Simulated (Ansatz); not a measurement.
# Hypothetical zinc blende LaN, response to strain

The parent structure is LaN in the zinc blende structure (space group F-43m, No. 216; a = 5.5465 Å; a hypothetical phase, not in the database extracts checked). Axes: x, y, z lie along the cube axes.

Strains are applied to the cell and any free atomic positions relax; under biaxial strain the out-of-plane vector relaxes too.

The values are results of Kohn–Sham DFT with the PBEsol functional, run in Ansatz (a program for electronic structure) with PAW and 420 eV plane waves, scalar-relativistic without spin-orbit coupling, not measurements.

Notes on the quantities. energy relative to the base: free energy F.

```json
[
 {"variant": "base", "shortest interatomic distance": "2.402 Å", "energy relative to the base": "0 meV/atom", "smallest direct gap": "2.22 eV"},
 {"variant": "biaxial strain −2.90 %, plane normal [001], relaxed out of plane", "shortest interatomic distance": "2.392 Å", "energy relative to the base": "+6.7 meV/atom", "smallest direct gap": "(withheld)"},
 {"variant": "biaxial strain +0.53 %, plane normal [111], relaxed out of plane", "shortest interatomic distance": "2.397 Å", "energy relative to the base": "+0.5 meV/atom", "smallest direct gap": "2.21 eV"},
 {"variant": "isotropic strain −4.23 %", "shortest interatomic distance": "2.300 Å", "energy relative to the base": "+110 meV/atom", "smallest direct gap": "2.41 eV"},
 {"variant": "isotropic strain +4.73 %", "shortest interatomic distance": "2.515 Å", "energy relative to the base": "+109 meV/atom", "smallest direct gap": "(withheld)"},
 {"variant": "tensor shear ε_xy = +3.09 %", "shortest interatomic distance": "2.380 Å", "energy relative to the base": "+7.8 meV/atom", "smallest direct gap": "2.15 eV"},
 {"variant": "tensor shear ε_yz = −1.06 %", "shortest interatomic distance": "2.394 Å", "energy relative to the base": "+0.9 meV/atom", "smallest direct gap": "2.20 eV"}
]
```

Some entries are withheld; estimate them.


- biaxial strain −2.90 %, plane normal [001], relaxed out of plane, smallest direct gap: 2.07 eV
- isotropic strain +4.73 %, smallest direct gap: 2.03 eV

Stability against distortions was not tested.
